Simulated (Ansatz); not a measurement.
# NiGe (space group Pnma, No. 62; non-magnetic)

```cif
data_Ge4Ni4
_chemical_formula_sum 'Ni4 Ge4'
_space_group_name_H-M_alt 'Pnma'
_space_group_IT_number 62
_space_group_name_Hall '-P 2ac 2n'
_cell_length_a 5.40742
_cell_length_b 3.47344
_cell_length_c 5.84671
_cell_angle_alpha 90.000
_cell_angle_beta 90.000
_cell_angle_gamma 90.000
loop_
_space_group_symop_operation_xyz
  'x, y, z'
  '-x, -y, -z'
  '-x+1/2, -y, z+1/2'
  'x+1/2, y, -z+1/2'
  'x+1/2, -y+1/2, -z+1/2'
  '-x+1/2, y+1/2, z+1/2'
  '-x, y+1/2, -z'
  'x, -y+1/2, z'
loop_
_atom_site_label
_atom_site_type_symbol
_atom_site_symmetry_multiplicity
_atom_site_Wyckoff_symbol
_atom_site_fract_x
_atom_site_fract_y
_atom_site_fract_z
_atom_site_occupancy
Ni1 Ni 4 c 0.00562 0.25000 0.80973 1
Ge1 Ge 4 c 0.18992 0.25000 0.41306 1
```

The values are results of PBE (Ansatz, an electronic-structure program, PAW, no spin-orbit coupling), not measurements. Settings: 9×13×8 k-points, 0.05 eV Fermi–Dirac smearing.

The volume per atom is 13.73 Å³, the density is 7.94 g/cm³ and the band gap is zero. The total energy is -5067.656 eV/atom (σ→0; compares only within this code and set-up).

No phonon test of stability was made. Starting moments died away, wholly or in part, for the base; another magnetic solution may exist. The final runs are not spin-polarised.
